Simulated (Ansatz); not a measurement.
# CdSe: response to strain

Start from CdSe in the wurtzite structure (space group P6_3mc, No. 186).

```
CdSe
1.0
    4.30194     0.00000     0.00000
   -2.15097     3.72559     0.00000
    0.00000     0.00000     7.02113
Cd Se
2 2
Cartesian
  2.15097   1.24186   0.00326
  0.00000   2.48373   3.51382
  2.15097   1.24186   4.38635
  0.00000   2.48373   0.87579
```

Cartesian axes are those of the cell as printed.

Strains are applied to the cell and any free atomic positions relax.

Method: Ansatz (a first-principles code) PBEsol, no spin-orbit coupling.

Candidates:
(a) strain tensor (xx, yy, zz, yz, xz, xy) = (+0.06, −1.68, +0.42, +0.75, +0.33, +0.15) %
(b) tensor shear ε_xz = −0.31 %
(c) uniaxial strain ε_yy = −1.08 %
(d) isotropic strain −2.84 %

Notes on the quantities. energy relative to the base: free energy F.

Task: Order them by energy relative to the base, highest first.

Result: (d) isotropic strain −2.84 % (+37 meV/atom), (a) strain tensor (xx, yy, zz, yz, xz, xy) = (+0.06, −1.68, +0.42, +0.75, +0.33, +0.15) % (+1.7 meV/atom), (c) uniaxial strain ε_yy = −1.08 % (+0.8 meV/atom), (b) tensor shear ε_xz = −0.31 % (0.0 meV/atom)

Stability against distortions was not tested.
